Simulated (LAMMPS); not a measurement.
MD of Cu (fcc) with 75 % of Cu sites Au at zero pressure over temperature, 4000 atoms; each row names its start.

All values are model results, not measurements: classical MD, pair style eam, the elements' _u3.eam files (universal-3 set of Foiles, Baskes and Daw); code LAMMPS.

```tsv
T (K), start	state	volume	enthalpy	first peak of g(r), Au-Cu	coordination number of Au by Cu	D(Au)	D(Cu)
300, crystal	crystal; no diffusion seen in 30 ps	15.9867 ± 0.0001 Å³/atom	-3.7777 ± 0.0001 eV/atom	2.75 Å, height 5.6	2.97 (counted to 3.42 Å)	-	-
940, crystal	crystal; no diffusion seen in 30 ps	16.4884 ± 0.0007 Å³/atom	-3.5975 ± 0.0003 eV/atom	2.71 Å, height 3.5	3.06 (counted to 3.54 Å)	-	-
1270, melt	liquid	17.255 ± 0.002 Å³/atom	-3.4238 ± 0.0002 eV/atom	2.61 Å, height 3.0	3.24 (counted to 3.74 Å)	(2.51 ± 0.03) × 10^-5 cm²/s	(2.92 ± 0.07) × 10^-5 cm²/s
1540, melt	liquid	17.630 ± 0.003 Å³/atom	-3.3340 ± 0.0005 eV/atom	2.59 Å, height 2.8	3.11 (counted to 3.70 Å)	(3.97 ± 0.08) × 10^-5 cm²/s	(4.6 ± 0.2) × 10^-5 cm²/s
1880, melt	liquid	18.118 ± 0.003 Å³/atom	-3.2258 ± 0.0004 eV/atom	2.59 Å, height 2.5	3.15 (counted to 3.78 Å)	(6.56 ± 0.09) × 10^-5 cm²/s	(7.3 ± 0.2) × 10^-5 cm²/s
```

Caution (rows 300, crystal; 940, crystal): the random arrangement on this lattice is imposed, and need not be a phase that exists in equilibrium.

Caution (rows 940, crystal; 1270, melt; 1540, melt; 1880, melt): a run this short can hold a crystal over, or a liquid under, the potential's own melting point, which these runs don't give.

States go by the mean squared displacement: a species diffuses where it passes 1.5 Å², still rises and gives D over 1e-6 cm²/s; a crystal has left its structure where atoms lie 0.35 Å off their sites on average or a cubic box changes its shape by 3 %, or the axial ratios of another lie 8 % off the starting cell's, which the potential's own relaxation can also do.

Errors of D are the spread over four groups of atoms in one short run; a floor of about 5 %, a picked value, is safer.

Errors shown are sampling errors alone.
